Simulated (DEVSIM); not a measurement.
## isotype n-n heterojunction Al0.2Ga0.8N/GaN

System: isotype n-n heterojunction Al0.2Ga0.8N/GaN, at 300 K.

```csv
layer (left to right),material,thickness (μm),Nd (cm⁻³),τn (s),τp (s)
1,Al0.2Ga0.8N,0.150,1.3e17,8.7e-10,8.7e-10
2,GaN,0.100,2.4e16,8.7e-10,8.7e-10
```

Left contact: ohmic. Right contact: ohmic. Voltage is applied to the left contact. Recombination: SRH at mid-gap, radiative. Mobility is constant in doping.

This is a model device: material constants are rounded textbook-type values typed into the input, and sizes, dopings and lifetimes were drawn at random. Values at 300 K.

```csv
parameter,Al0.2Ga0.8N,GaN
gap (eV),3.804,3.43
affinity (eV),3.838,4.1
permittivity,9.38,9.5
Nc (cm⁻³),2.3e18,2.3e18
Nv (cm⁻³),4.6e19,4.6e19
μn (cm²/Vs),624,1200
μp (cm²/Vs),30,100
B (cm³/s),1e-11,1e-11
```

Model (solved in DEVSIM): 1D drift-diffusion, Boltzmann statistics, complete ionisation; no tunnelling, impact ionisation, image-force lowering or self-heating. Band offsets follow the typed affinities; no thermionic-emission limit at abrupt steps, no polarisation charge.

The potential step across the device at zero bias comes out as 0.306 V.

Dark forward current:

(V (V), J (A/cm²)): (0.05, 430); (0.10, 650); (0.20, 1000); (0.25, 1200); (0.35, 1700); (0.40, 1900); (0.50, 2500); (0.55, 2800); (0.65, 3400); (0.70, 3700); (0.75, 4000); (0.85, 4700); (0.90, 5000); (1.00, 5800); (1.05, 6100); (1.15, 6900); (1.20, 7300); (1.30, 8200); (1.35, 8600); (1.40, 9000); (1.50, 9900); (1.55, 10000); (1.65, 11000); (1.70, 12000); (1.80, 13000); (1.85, 13000); (1.95, 14000); (2.00, 15000)
